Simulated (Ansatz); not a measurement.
**Hypothetical P6_3/mmc PbI2, pressure series**

Start from PbI₂ in the 2H-MoS2 type structure (space group P6_3/mmc, No. 194; a hypothetical phase, not in the database extracts checked).

```
PbI2
1.0
    4.39769     0.00000     0.00000
   -2.19884     3.80851     0.00000
    0.00000     0.00000    14.84532
Pb I
2 4
Direct
  0.33333   0.66667   0.75000
  0.66667   0.33333   0.25000
  0.33333   0.66667   0.11212
  0.66667   0.33333   0.61212
  0.66667   0.33333   0.88788
  0.33333   0.66667   0.38788
```

Cell and atoms are relaxed at each pressure.

The values are results of PBE-D3(BJ) in Ansatz (plane waves to 420 eV, PAW, scalar-relativistic without spin-orbit coupling), earlier PAW set, not measurements.

Computed cases, in order: 0 GPa (base); pressure 0.3 GPa; pressure 0.7 GPa; pressure 1.5 GPa; pressure 3 GPa; pressure 5 GPa; pressure 7.5 GPa; pressure 10 GPa.

Problem. Between which two neighbouring cases does the band gap open or close?

Solution. Between pressure 5 GPa (0.39 eV) and pressure 7.5 GPa (zero). The whole series: 0 GPa (base): 1.99 eV; pressure 0.3 GPa: 1.85 eV; pressure 0.7 GPa: 1.69 eV; pressure 1.5 GPa: 1.40 eV; pressure 3 GPa: 0.93 eV; pressure 5 GPa: 0.39 eV; pressure 7.5 GPa: zero; pressure 10 GPa: zero.

A case with no gap was solved on a k-mesh chosen for an insulator, which is coarse for it. Spin-orbit coupling, missing from the scalar runs, can matter with I and Pb. Load acts through the strain it causes; cell and atoms are relaxed under it. No phonon test of stability was made. Competing high-pressure phases were not computed. All final runs are without spin polarisation. The zero or small gap of PbI2 under pressure 7.5 GPa and PbI2 under pressure 10 GPa can change with the level of theory.

Ansatz is an electronic-structure program.
